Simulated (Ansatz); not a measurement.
CrI₃ in the BiI3 type structure (space group R-3, No. 148; ferromagnetic; layered, stacked along the Cartesian z axis)

```cif
data_Cr2I6
_chemical_formula_sum 'Cr2 I6'
_space_group_name_H-M_alt 'P 1'
_space_group_IT_number 1
_cell_length_a 7.73280
_cell_length_b 7.73280
_cell_length_c 7.73280
_cell_angle_alpha 52.925
_cell_angle_beta 52.925
_cell_angle_gamma 52.925
loop_
_space_group_symop_operation_xyz
  'x, y, z'
loop_
_atom_site_label
_atom_site_type_symbol
_atom_site_fract_x
_atom_site_fract_y
_atom_site_fract_z
_atom_site_occupancy
Cr1 Cr 0.33372 0.33372 0.33372 1
Cr2 Cr 0.66628 0.66628 0.66628 1
I1 I 0.07724 0.72787 0.43065 1
I2 I 0.43065 0.07724 0.72787 1
I3 I 0.72787 0.43065 0.07724 1
I4 I 0.92276 0.27213 0.56935 1
I5 I 0.56935 0.92276 0.27213 1
I6 I 0.27213 0.56935 0.92276 1
```

Level of theory: r2SCAN+rVV10 in Ansatz (plane waves to 500 eV, PAW, no spin-orbit coupling), earlier PAW set. Settings: 6×6×6 k-points, 0.05 eV Fermi–Dirac smearing.

| Item | Value |
|---|---|
| Volume per atom | 34.09 Å³ |
| Density | 5.27 g/cm³ |
| Band gap | 1.33 eV, indirect, Γ → T |
| Magnetic state | ferromagnetic |
| Total energy | -6490.644 eV/atom (σ→0; compares only within this code and set-up) |

The magnetic state is the one reached from the starting moments; the real material's order can differ, and small cells can't hold many antiferromagnetic ones. With I present, leaving out spin-orbit coupling can change the band edges. No phonon test of stability was made.

Ansatz is a quantum-chemistry and plane-wave program.
